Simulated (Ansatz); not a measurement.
Take Nb in the bcc (W type) structure (space group Im-3m, No. 229; a = 3.304 Å; relaxed with 0.1 eV smearing) as the base. Axes: x, y, z lie along the cube axes.

The values are results of r2SCAN (Ansatz, a program for electronic structure, PAW, no SOC), not measurements.

Now apply this change: biaxial strain −2.00 %, plane normal [001], relaxed out of plane (Cartesian); in-plane vectors clamped, the third vector and the atoms free.

How does this affect the energy relative to the base?

The energy rises by 12 meV/atom.

How does this affect the ratio −ε⊥/ε∥?

The ratio −ε⊥/ε∥ amounts to 1.08.

Stability against distortions was not tested. All final runs are without spin polarisation.
